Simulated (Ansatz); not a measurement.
What isotropic strain +2.84 % does to TiAl

The reference is TiAl (space group P4/mmm, No. 123; a = 2.824 Å, c = 4.071 Å).

It is then changed as follows: an isotropic linear strain of +2.84 %; the atoms relax in the strained cell.

Method: PBE (Ansatz, an electronic-structure program), scalar-relativistic without spin-orbit coupling. Γ-centred 16×16×12 mesh, Fermi–Dirac width 0.05 eV.

```csv
quantity,base,changed,shift
volume per atom,16.24 Å³,17.66 Å³,+1.42 Å³
space group,P4/mmm (No. 123),P4/mmm (No. 123),–
energy relative to the base (free energy F),0 meV/atom,+38 meV/atom,+38 meV/atom
"pressure (mean of the normal stresses, compression positive)",0.0 GPa,-8.1 GPa,-8.1 GPa
band gap,zero,zero,–
```

Final structure:

```
TiAl
1.0
    2.90447     0.00000     0.00000
    0.00000     2.90447     0.00000
    0.00000     0.00000     4.18640
Al Ti
1 1
Direct
  0.50000   0.50000   0.50000
  0.00000   0.00000   0.00000
```

Cost of the whole job for the changed cell (relaxation, final SCF and bands): very roughly 17 core-seconds.

Whether these cells are dynamically stable was not tested. The final runs are not spin-polarised.
